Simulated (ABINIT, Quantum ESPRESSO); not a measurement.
A Quantum ESPRESSO input for a self-consistent single point of Lu3TlC (Pm-3m, 5 atoms in the cell) (DFT, PBEsol, plane waves, PSlibrary ultrasoft (PBE) pseudopotentials):

```fortran
&control
   calculation = 'scf',
   prefix = 'Lu3TlC',
   outdir = './tmp/',
   pseudo_dir = './',
   verbosity = 'high',
   tprnfor = .true.,
   tstress = .true.,
/
&system
   ibrav = 1,
   celldm(1) = 8.96877247,
   nat = 5,
   ntyp = 3,
   ecutwfc = 50,
   ecutrho = 400,
   occupations = 'smearing',
   smearing = 'gauss',
   degauss = 0.0099958,
   input_dft = 'pbesol',
/
&electrons
   conv_thr = 1e-10,
   mixing_beta = 0.4,
/
ATOMIC_SPECIES
Lu   174.9668  Lu.pbe-spdn-rrkjus_psl.1.0.0.UPF
Tl   204.3800  Tl.pbe-dn-rrkjus_psl.1.0.0.UPF
C     12.0110  C.pbe-n-rrkjus_psl.1.0.0.UPF
ATOMIC_POSITIONS crystal
Lu    0.50000000    0.00000000    0.50000000
Lu    0.00000000    0.50000000    0.50000000
Lu    0.50000000    0.50000000    0.00000000
Tl    0.00000000    0.00000000    0.00000000
C     0.50000000    0.50000000    0.50000000
K_POINTS automatic
5 5 5  0 0 0
```

**Question.** Write the same calculation as an input for ABINIT.

**Answer.** This is the input that was run; spellings and numerical settings could be chosen otherwise.

```
# Lu3TlC, JTH v2.0 PBE PAW
pp_dirpath "./"
pseudos "Lu.GGA_PBE-JTH.xml, Tl.GGA_PBE-JTH.xml, C.GGA_PBE-JTH.xml"
acell 3*1.0 Angstrom
rprim
         4.7460700000    0.0000000000    0.0000000000
         0.0000000000    4.7460700000    0.0000000000
         0.0000000000    0.0000000000    4.7460700000
natom 5
ntypat 3
znucl 71 81 6
typat 1 1 1 2 3
xcart
         4.4843862342    0.0000000000    4.4843862342
         0.0000000000    4.4843862342    4.4843862342
         4.4843862342    4.4843862342    0.0000000000
         0.0000000000    0.0000000000    0.0000000000
         4.4843862342    4.4843862342    4.4843862342
ecut 24 Ha
pawecutdg 48 Ha
pawxcdev 0
ixc -116133
occopt 7
tsmear 0.136 eV
nband 58
kptopt 1
ngkpt 5 5 5
nshiftk 1
shiftk 0 0 0
nstep 80
toldfe 1.0e-09
prtwf 0
prtden 0
prtvol 1
```

Basis, cutoffs, solver keys and any potentials are the target program's own. This input uses DFT, PBEsol, plane waves, PAW (JTH v2.0 PBE PAW, files made for PBE). Both were run: pressure -2.75 GPa in Quantum ESPRESSO and -1.95 in ABINIT.

On ABINIT: the starting cell comes from a database of computed structures (which also holds hypothetical and non-ambient phases and stackings), without a prior relaxation at this level. The potentials were made for another functional than the one used.

On Quantum ESPRESSO: the starting cell comes from a database of computed structures (which also holds hypothetical and non-ambient phases and stackings), without a prior relaxation at this level.
